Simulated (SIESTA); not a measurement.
A self-consistent single point of BaMoO3 (Pm-3m, 5 atoms in the cell) with SIESTA

Method of the run: SIESTA 5.4.2 with GGA PBEsol, numerical atomic orbitals DZP, PseudoDojo PBEsol standard norm-conserving potentials (rewritten from UPF to PSML).

The input file:

```
# files in the folder: Ba.psml Mo.psml O.psml (PseudoDojo PBEsol standard)
SystemName  BaMoO3
SystemLabel BaMoO3

NumberOfAtoms                5
NumberOfSpecies              3
%block ChemicalSpeciesLabel
  1 56 Ba
  2 42 Mo
  3 8 O
%endblock ChemicalSpeciesLabel
LatticeConstant              4.048400 Ang
%block LatticeVectors
     1.000000000    0.000000000    0.000000000
     0.000000000    1.000000000    0.000000000
     0.000000000    0.000000000    1.000000000
%endblock LatticeVectors
AtomicCoordinatesFormat      Ang
%block AtomicCoordinatesAndAtomicSpecies
     2.024200000    2.024200000    2.024200000  1
     0.000000000    0.000000000    0.000000000  2
     0.000000000    2.024200000    0.000000000  3
     2.024200000    0.000000000    0.000000000  3
     0.000000000    0.000000000    2.024200000  3
%endblock AtomicCoordinatesAndAtomicSpecies

XC.functional                GGA
XC.authors                   PBEsol
PAO.BasisSize                DZP
PAO.EnergyShift              0.005 Ry
MeshCutoff                   350 Ry
%block kgrid.MonkhorstPack
    6   0   0  0.0
    0   6   0  0.0
    0   0   6  0.0
%endblock kgrid.MonkhorstPack
OccupationFunction           FD
ElectronicTemperature        50.0 meV

MaxSCFIterations             150
SCF.Mixer.Method             Pulay
SCF.Mixer.Weight             0.1
SCF.Mixer.History            8
SCF.DM.Tolerance             1.0E-05
Diag.ParallelOverK           true
WriteForces                  true
Charge.Mulliken              end
```

Output, abridged:

```
reinit: Reading from file input.fdf

reinit: System Name: BaMoO3
reinit: System Label: BaMoO3

coor:   Atomic-coordinates input format  =     Cartesian coordinates
coor:                                          (in Angstroms)

siesta: Atomic coordinates (Bohr) and species
siesta:      3.82518   3.82518   3.82518  1        1
siesta:      0.00000   0.00000   0.00000  2        2
siesta:      0.00000   3.82518   0.00000  3        3
siesta:      3.82518   0.00000   0.00000  3        4
siesta:      0.00000   0.00000   3.82518  3        5

siesta: System type = bulk

initatomlists: Number of atoms, orbitals, and projectors:      5    67    75

siesta: ******************** Simulation parameters ****************************
redata: Spin configuration                          = none
redata: Time-Reversal Symmetry                      = T
redata: Number of Atomic Species                    =        3
redata: Mesh Cutoff                                 =   350.0000 Ry
redata: Net charge of the system                    =     0.0000 |e|
redata: Min. number of SCF Iter                     =        0
redata: Max. number of SCF Iter                     =      150
redata: SCF convergence failure will abort job
redata: SCF mix quantity                            = Hamiltonian
redata: Mix DM or H after convergence               =   F
redata: Recompute H after scf cycle                 =   F
redata: Mix DM in first SCF step                    =   T
redata: No kicks to SCF
redata: DM Mixing Weight for Kicks                  =     0.5000
redata: Require Harris convergence for SCF          =   F
redata: Harris energy tolerance for SCF             =     0.000100 eV
redata: Require DM convergence for SCF              =   T
redata: DM tolerance for SCF                        =     0.000010
redata: Require EDM convergence for SCF             =   F
redata: EDM tolerance for SCF                       =     0.001000 eV
   [... lines left out ...]
diag: Parallel distribution                         =     1 x     1
diag: Used triangular part                          = Lower
diag: Absolute tolerance                            =  0.100E-15
diag: Orthogonalization factor                      =  0.100E-05
diag: Memory factor                                 =  1.0000

superc: Internal auxiliary supercell:     5 x     5 x     5  =     125
superc: Number of atoms, orbitals, and projectors:    625   8375   9375

                        Single-point calculation

superc: Internal auxiliary supercell:     5 x     5 x     5  =     125
superc: Number of atoms, orbitals, and projectors:    625   8375   9375

outcell: Unit cell vectors (Ang):
        4.048400    0.000000    0.000000
        0.000000    4.048400    0.000000
        0.000000    0.000000    4.048400

outcell: Cell vector modules (Ang)   :    4.048400    4.048400    4.048400
outcell: Cell angles (23,13,12) (deg):     90.0000     90.0000     90.0000
outcell: Cell volume (Ang**3)        :     66.3514
new_DM -- step:     1
Initializing Density Matrix...

Attempting to read DM from file... Failed...
DM filled with atomic data:

InitMesh: MESH = 48 x 48 x 48 = 110592
InitMesh: Mesh cutoff (required, used) =   350.000   388.524 Ry

stepf: Fermi-Dirac step function
        iscf     Eharris(eV)        E_KS(eV)     FreeEng(eV)     dDmax    Ef(eV) dHmax(eV)
   scf:    1    -3957.691162    -4007.735368    -4007.758022  1.397307 -3.000512 15.680927
   scf:    2    -4021.314478    -4014.945931    -4014.968817  0.206289 -3.631636 11.553246
   scf:    3    -4021.222850    -4022.212186    -4022.242945  0.588712 -5.080602  1.780157
   scf:    4    -4021.960214    -4022.439567    -4022.466360  0.171731 -4.812999  2.080582
   scf:    5    -4022.281993    -4022.534855    -4022.564685  0.116419 -5.253903  1.463896
   scf:    6    -4022.462107    -4022.499972    -4022.530071  0.019511 -5.238260  1.588907
   scf:    7    -4022.582075    -4022.609409    -4022.637777  0.054486 -4.899747  0.639412
   scf:    8    -4022.619805    -4022.614993    -4022.643473  0.006796 -4.935995  0.441159
   scf:    9    -4022.621714    -4022.619834    -4022.648491  0.020922 -5.034230  0.002131
mix: Pulay -- inversion failed, > SVD [rank/size] 5 / 7
   scf:   10    -4022.619828    -4022.619832    -4022.648491  0.000170 -5.034254  0.000725
mix: Pulay -- inversion failed, > SVD [rank/size] 4 / 7
   scf:   11    -4022.619833    -4022.619832    -4022.648492  0.000018 -5.034152  0.000120
   scf:   12    -4022.619833    -4022.619833    -4022.648492  0.000052 -5.034165  0.000025
mix: Pulay -- inversion failed, > SVD [rank/size] 4 / 7
   scf:   13    -4022.619832    -4022.619833    -4022.648492  0.000000 -5.034168  0.000001
SCF Convergence by DM+H criterion
max |DM_out - DM_in|         :     0.0000004990
max |H_out - H_in|      (eV) :     0.0000008220
SCF cycle converged after 13 iterations

Using DM_out to compute the final energy and forces

siesta: E_KS(eV) =            -4022.6198

siesta: E_KS - E_eggbox =     -4022.6198

siesta: Atomic forces (eV/Ang):
     1    0.000000   -0.000000   -0.000000
     2    0.000000    0.000000   -0.000000
     3   -0.000000    0.000000    0.000000
     4   -0.000000    0.000000    0.000000
     5   -0.000000   -0.000000    0.000000
   Tot   -0.000000   -0.000000   -0.000000
   Max    0.000000
   Res    0.000000    sqrt( Sum f_i^2 / 3N )
   Max    0.000000    constrained

Stress tensor Voigt[x,y,z,yz,xz,xy] (kbar):       -4.23       -4.23       -4.23        0.00       -0.00        0.00
(Free)E + p*V (eV/cell)    -4022.4734
Target enthalpy (eV/cell)    -4022.6485

siesta: Program's energy decomposition (eV):
siesta: Ebs     =      -917.778587
siesta: Eions   =      6576.047275
siesta: Ena     =      1501.990449
siesta: Ekin    =      1686.675724
siesta: Enl     =       127.239095
siesta: Eso     =         0.000000
siesta: Edftu   =         0.000000
siesta: DEna    =        29.672935
siesta: DUscf   =         3.008691
siesta: DUext   =         0.000000
siesta: Ex      =      -730.761566
siesta: Ec      =       -64.397884
siesta: Exc     =      -795.159450
siesta: Eharris =     -4022.619832
siesta: Etot    =     -4022.619833
siesta: FreeEng =     -4022.648492

siesta: Stress tensor (static) (eV/Ang**3):
siesta:    -0.002639    0.000000   -0.000000
siesta:     0.000000   -0.002639   -0.000000
siesta:    -0.000000    0.000000   -0.002639

siesta: Cell volume =         66.351424 Ang**3

siesta: Pressure (static):
siesta:                Solid            Molecule  Units
siesta:           0.00002874          0.00002874  Ry/Bohr**3
siesta:           0.00263850          0.00263850  eV/Ang**3
siesta:           4.22734846          4.22734846  kBar

mulliken: Atomic and Orbital Populations:

Species: Ba
Atom  Qatom  Qorb
               5s      6s      6s      5py     5pz     5px     6py     6pz
               6px
   1  8.050   1.867   0.077   0.065   1.911   1.911   1.911   0.103   0.103
              0.103

Species: Mo
Atom  Qatom  Qorb
               4s      5s      5s      4py     4pz     4px     5py     5pz
               5px     4dxy    4dyz    4dz2    4dxz    4dx2-y2 4dxy    4dyz
               4dz2    4dxz    4dx2-y2
   2 13.907   1.927   0.635  -0.016   1.953   1.953   1.953   0.366   0.366
              0.366   1.065   1.065   0.500   1.065   0.500  -0.022  -0.022

              0.139  -0.022   0.139

Species: O
Atom  Qatom  Qorb
               2s      2s      2py     2pz     2px     2py     2pz     2px
               3Pdxy   3Pdyz   3Pdz2   3Pdxz   3Pdx2-y2
   3  6.681   1.777  -0.008   1.474   2.052   2.052   0.002  -0.353  -0.353
              0.012   0.012   0.004   0.004   0.004
   4  6.681   1.777  -0.008   2.052   2.052   1.474  -0.353  -0.353   0.002
              0.012   0.004   0.004   0.012   0.004
   5  6.681   1.777  -0.008   2.052   1.474   2.052  -0.353   0.002  -0.353
              0.004   0.012   0.005   0.012   0.004

mulliken: Qtot =       42.000

Mulliken Atomic Populations:
Atom #   charge [q] valence [e]  Species
     1     1.949936    8.050064  Ba
     2     0.093443   13.906557  Mo
     3    -0.681126    6.681126  O
     4    -0.681126    6.681126  O
     5    -0.681126    6.681126  O
 Total    -0.000000
```

The run converged in 13 iterations.

The starting cell comes from a database of computed structures (which also holds hypothetical and non-ambient phases and stackings), without a prior relaxation at this level. Spin polarisation is off. Values carry the incompleteness of an atom-centred basis.

Cost on one core of a shared machine: roughly 70 s.
